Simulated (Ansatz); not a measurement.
Functionals compared on the (320) surface of fcc Pd in its 1x1 cell, outermost plane spacing 0.55 Å in the ideal cut, in Ansatz (plane waves, PAW). The structure was relaxed with PBE; the other rows are single points on it, each with its references at the same level. Cutoff 420 eV (500 eV for r2SCAN).

Slab: 20 atoms, 10.4 Å thick at the start (thin: gaps and levels are the slab's own); k 10x6x1, smearing 0.1 eV, dipole-corrected; all atoms relaxed; held to the part of the start's symmetry that mesh and held atoms allow; no spin, no spin-orbit, no U. These notes are the PBE run's.

| functional | surface energy (J/m²) | work function of the top face (eV) | rough cost of the single point |
|---|---|---|---|
| PBE | 1.65 | 4.73 | – |
| LDA | (withheld) | (withheld) | roughly 8 core-minutes |
| PBEsol | 2.04 | 4.83 | roughly 9 core-minutes |
| RPBE | 1.37 | 4.55 | around 10 core-minutes (rough) |
| r2SCAN | 1.85 | 4.71 | roughly 27 core-minutes |

Question: Complete the blanks.

Answer: 
- LDA, surface energy (J/m²): 2.26
- LDA, work function of the top face (eV): 5.13

Ansatz is a first-principles code.
